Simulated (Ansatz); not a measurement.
The starting structures come from a database of crystals and need not be the phases stable at ambient conditions.

 Where the default PAW files enter, the runs use the earlier of Ansatz's two default sets.

Tunnelling through a barrier is set by its complex band structure: the current falls as exp(−2κd) with the smallest κ.

Given:

```
CuI
1.0
    4.33881     0.00000     0.00000
    0.00000     8.68210     0.00000
   -0.00463     0.00000     6.13614
Cu I
4 4
Direct
  0.54233   0.37360   0.26698
  0.04233   0.62640   0.76698
  0.53041   0.87608   0.26958
  0.03041   0.12392   0.76958
  0.04140   0.37517   0.01707
  0.54140   0.62483   0.51707
  0.03166   0.87474   0.01928
  0.53166   0.12526   0.51928
```

Space group of this cell: Pc. The cell is strained (all lengths scaled by 1.02); by r2SCAN its mean pressure is -2.2 GPa.

Transport runs along the normal of the first two printed cell vectors.

No gap correction and no spin-orbit coupling; mid-gap values are interpolated between computed energies.

**Question.** Give the band gap and the smallest decay constant κ at mid-gap that r2SCAN (Ansatz, a quantum-chemistry and plane-wave program) yields.

**Answer.** Gap 1.50 eV on a 8×4×6 mesh; κ = 0.147 1/Å, at the zone centre.
